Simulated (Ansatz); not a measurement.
Amorphous Hf₁₈O₃₇Ca

A CHGNet melt-quench gave the starting glass, which DFT then relaxed. O atoms were pushed apart under 1.9 Å during the dynamics, to hinder bonds among them. The hot cell started wider than the set density and was brought back towards it in steps. It is the lowest in DFT energy of 2 quenches. It is a model cell: composition and starting density were chosen by hand, and all elements were melted together. No dispersion term was used.

Methods: PBE, scalar-relativistic without spin-orbit coupling (Ansatz, an electronic-structure program); r2SCAN, scalar-relativistic without spin-orbit coupling (Ansatz); HSE06, scalar-relativistic without spin-orbit coupling (Ansatz). Geometry, pressure, stress and energy are those of the PBE run. Its sampling: a 2×2×2 Γ-centred mesh; Fermi-Dirac width 0.02 eV; no spin polarisation. Other functionals are single points at the zone centre (r2SCAN at 500 eV; exact exchange cut at the cell's faces), free to take moments where seeds were set. At PBE the levels at the filled edge of the gap are localised (band-tail or defect states).

```yaml
number_of_atoms_in_the_cell: 56
Density (held, not predicted): 8.78 g/cm³
volume_per_atom: 12.99 Å³
Pressure on a 2×2×2 Γ-centred mesh: 1.36 GPa
Largest force and stress component on that mesh (the relaxation ran on the zone centre alone): 0.12 eV/Å and 1.4 GPa
Energy relative to HfO2 (P2_1/c) + rock-salt CaO (lowest mix at this level among the phases computed, not always the ambient ones): 0.143 eV/atom
Level gap on a 2×2×2 Γ-centred mesh (PBE): 4.03 eV
Level gap at the zone centre (PBE): 4.02 eV
Level gap at the zone centre (r2SCAN): 4.50 eV
Level gap at the zone centre (HSE06): 5.57 eV
```

Cut-offs for bonds: Hf-Hf 3.34 Å, Hf-O 2.64 Å, Hf-Ca 3.61 Å, O-O 1.58 Å, O-Ca 2.90 Å, Ca-Ca 3.87 Å. Two cations that share two anions don't count as bonded, nor two that share one unless they lie closer than Hf-Hf 3.25 Å, Hf-Ca 3.51 Å, Ca-Ca 3.77 Å.

The mean coordination of Hf by anions is 6.28 (2 with 5, 9 with 6, 7 with 7), the mean coordination of O comes out as 3.24 (28 with 3, 9 with 4) and the mean coordination of Ca by anions is 7.00 (1 with 7). The mean Hf-O bond is 2.138 Å (spread 0.118 Å, 113 counted) and the mean O-Ca bond is 2.478 Å (spread 0.091 Å, 7 counted).

Its density started from a set value of 8.78 g/cm³. The quench (nominally 380 K/ps over its main leg) was far faster than any real one, so the model tends to hold more defects than a real film. Values belong to this one cell and scatter from quench to quench. The volume was held where the preparation left it and the shape relaxed, at a PBE pressure of 1.4 GPa. Stress components on the final sampling reach 1.4 GPa.
